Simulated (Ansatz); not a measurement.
```
CELL_PARAMETERS angstrom
      0.06272     3.66799     3.66799
      3.66799     0.06272     3.66799
      3.73071     3.73071     0.00000
ATOMIC_POSITIONS crystal
  K  0.24719 0.24719 0.25281
  K  0.75281 0.75281 0.74719
  S  0.00000 0.00000 0.00000
```

No spin polarisation.

All numbers come from PBEsol (Ansatz, a quantum-chemistry and plane-wave program), without spin-orbit coupling. Γ-centred 8×8×8 mesh, Fermi–Dirac width 0.05 eV.

### Question
Predict the gap character, smallest direct gap and stress.

### Answer
The gap character comes out as indirect, X → Γ. The smallest direct gap comes out as 2.54 eV and the stress (xx, yy, zz, yz, xz, xy; compression positive) is (0.01, 0.01, 0.02, 0.00, 0.00, -0.31) GPa.

The cells carry an imposed strain or load. Stability against distortions was not tested. The cell was made from K$_{2}$S in the anti-fluorite structure (space group Fm-3m, No. 225) by this change: tensor shear ε_xy = +1.71 %.
